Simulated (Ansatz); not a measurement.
A computed series for MoSi2: pressure series

The reference is MoSi$_{2}$ (space group I4/mmm, No. 139).

```xyz
3
Lattice="-1.6011 1.6011 3.9097 1.6011 -1.6011 3.9097 1.6011 1.6011 -3.9097" Properties=species:S:1:pos:R:3 pbc="T T T"
Mo     0.0000     0.0000     0.0000
Si     0.0000     0.0000     2.6219
Si     0.0000     0.0000     5.1976
```

Cell and atoms are relaxed at each pressure.

The values are results of Ansatz (a quantum-chemistry and plane-wave program), r2SCAN, PAW, cutoff 500 eV, no spin-orbit coupling, earlier PAW set, not measurements.

Notes on the quantities. enthalpy: H = E + PV relative to the base's energy.

```json
[
 {"change": "base", "shortest interatomic distance": "257.6 pm", "density": "6.30 g/cm³", "enthalpy": "–"},
 {"change": "pressure −2 GPa", "shortest interatomic distance": "258.0 pm", "density": "6.24 g/cm³", "enthalpy": "-0.17 eV/atom"},
 {"change": "pressure −1 GPa", "shortest interatomic distance": "257.8 pm", "density": "6.27 g/cm³", "enthalpy": "-0.08 eV/atom"},
 {"change": "pressure 0.3 GPa", "shortest interatomic distance": "257.5 pm", "density": "6.31 g/cm³", "enthalpy": "+0.03 eV/atom"},
 {"change": "pressure 0.7 GPa", "shortest interatomic distance": "257.4 pm", "density": "6.32 g/cm³", "enthalpy": "+0.06 eV/atom"},
 {"change": "pressure 1.5 GPa", "shortest interatomic distance": "257.2 pm", "density": "6.34 g/cm³", "enthalpy": "+0.12 eV/atom"},
 {"change": "pressure 3 GPa", "shortest interatomic distance": "256.9 pm", "density": "6.39 g/cm³", "enthalpy": "+0.25 eV/atom"},
 {"change": "pressure 5 GPa", "shortest interatomic distance": "256.5 pm", "density": "6.44 g/cm³", "enthalpy": "+0.41 eV/atom"},
 {"change": "pressure 7.5 GPa", "shortest interatomic distance": "256.0 pm", "density": "6.51 g/cm³", "enthalpy": "+0.62 eV/atom"},
 {"change": "pressure 10 GPa", "shortest interatomic distance": "255.6 pm", "density": "6.57 g/cm³", "enthalpy": "+0.82 eV/atom"}
]
```

The mesh was chosen for an insulator and is coarse for the gapless case. Load acts through the strain it causes; cell and atoms are relaxed under it. Whether these cells are dynamically stable was not tested. No other phases were tried under pressure. The final runs are not spin-polarised.
